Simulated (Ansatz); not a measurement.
**What pressure 9 GPa does to TiS2**

Take TiS2 in the CdI2 type structure (space group P-3m1, No. 164; a = 3.361 Å, c = 5.522 Å; layered, stacked along the Cartesian z axis) as the base.

It is then changed as follows: a hydrostatic pressure of 9 GPa.

Level of theory: PBE-D3(BJ) in Ansatz (plane waves to 420 eV, PAW, no SOC). Γ-centred 16×16×9 mesh, Fermi–Dirac width 0.05 eV.

| quantity | base | changed | shift |
|---|---|---|---|
| volume per atom | 18.00 Å³ | 15.72 Å³ | -2.28 Å³ |
| density | 3.44 g/cm³ | 3.94 g/cm³ | +0.50 g/cm³ |
| c/a ratio | 1.643 | 1.595 | -0.0485 |
| shortest interatomic distance | 2.409 Å | 2.366 Å | -0.043 Å |
| enthalpy H = E + PV relative to the base's energy | – | +0.94 eV/atom | – |
| band gap | zero | zero | – |

Final structure:

```
TiS2
1.0
    3.24428     0.00000     0.00000
   -1.62214     2.80963     0.00000
    0.00000     0.00000     5.17380
Ti S
1 2
Cartesian
  0.00000   0.00000   0.00000
  0.00000   1.87308   1.44590
  1.62214   0.93654   3.72790
```

Cost of the whole job for the changed cell (relaxation, final SCF and bands): roughly 70 core-seconds.

Load acts through the strain it causes; cell and atoms are relaxed under it. No phonon test of stability was made. No other phases were tried under pressure. The final runs are not spin-polarised. A zero or small gap of TiS2 can be the functional's error rather than a property of the material.

Ansatz is a quantum-chemistry and plane-wave program.
